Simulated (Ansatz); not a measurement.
Base system: PbS in the rock salt structure (space group Fm-3m, No. 225; a = 5.9027 Å). Axes: x, y, z lie along the cube axes.

Method: DFT with PBEsol, PAW potentials and a 420 eV plane-wave cutoff in Ansatz (a first-principles code), spin-orbit coupling left out.

Base values:

Band gap: 0.19 eV

It is then changed as follows: the cell is stretched by 1.50 % along z with no lateral relaxation, atoms relaxed at fixed cell.

### Question
What does the calculation give for the band gap after the change?

### Answer
The band gap grows by 0.05 eV, from 0.19 eV to 0.24 eV.

### Question
Predict the new energy relative to the base.

### Answer
The energy rises by 2.5 meV/atom.

With Pb present, leaving out spin-orbit coupling can change the band edges. The cells carry an imposed strain or load. Stability against distortions was not tested. The zero or small gap of PbS can change with the level of theory.
